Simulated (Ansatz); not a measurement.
The parent structure is AlN in the zinc blende structure (space group F-43m, No. 216; a = 4.3777 Å).

The values are results of PBEsol in Ansatz (plane waves to 420 eV, PAW, no spin-orbit coupling), not measurements.

For the base:

| Property | Result |
|---|---|
| Electron mass | 0.52 mₑ along k, 0.32 mₑ across (at X) |
| Density | 3.25 g/cm³ |

Perturbation: As takes the place of N on all its sites, then cell and atoms are relaxed.

Task: What does the calculation give for the hole mass after the change?

Result: The hole mass (degenerate bands, along [100]) is 0.11, 0.48, 0.48 mₑ (at Γ).

Task: Estimate the effect on the electron mass.

Result: The electron mass changes from 0.52 mₑ along k, 0.32 mₑ across (at X) to 0.87 mₑ along k, 0.24 mₑ across (at X).

Task: How does this affect the density?

Result: The density goes up by 0.459 g/cm³ (3.25 g/cm³ → 3.70 g/cm³).

The levels and masses belong to the bands next to the band gap. Masses are band curvatures over ±0.01 Å⁻¹ around the edge. Along k means along the line from Γ to the band edge. No phonon test of stability was made. This is not the structure that AlN has at room temperature and ambient pressure.

Ansatz is a program for electronic structure.
